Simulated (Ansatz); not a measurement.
TiRu (Pm-3m): band-structure transport figures

Consider the following.

```xyz
2
Lattice="3.0458 0.0000 0.0000 0.0000 3.0458 0.0000 0.0000 0.0000 3.0458" Properties=species:S:1:pos:R:3 pbc="T T T"
Ti     0.0000     0.0000     0.0000
Ru     1.5229     1.5229     1.5229
```

Level of theory: PBEsol, rigid bands (plane waves, PAW, scalar-relativistic; Ansatz, a program for electronic structure). Cell: cell and atoms relaxed with PBEsol.

- density of states at the Fermi level: 0.512 states/(eV·cell), both spins
- bare Sommerfeld coefficient: 0.60 mJ/(mol of atoms·K²)
- Drude plasma energy: 5.0 eV
- root-mean-square Fermi velocity: 7.2e5 m/s
- resistivity times τ: 19.9 ×10⁻²² Ω·m·s

A metal at this level (no band gap); rigid bands, thermally averaged at 300 K, both spins. Spin-orbit coupling is left out. τ is one relaxation time for all states.

Formula and space group known from diffraction (Crystallography Open Database), not checked to be the room-temperature form: TiRu (Pm-3m).
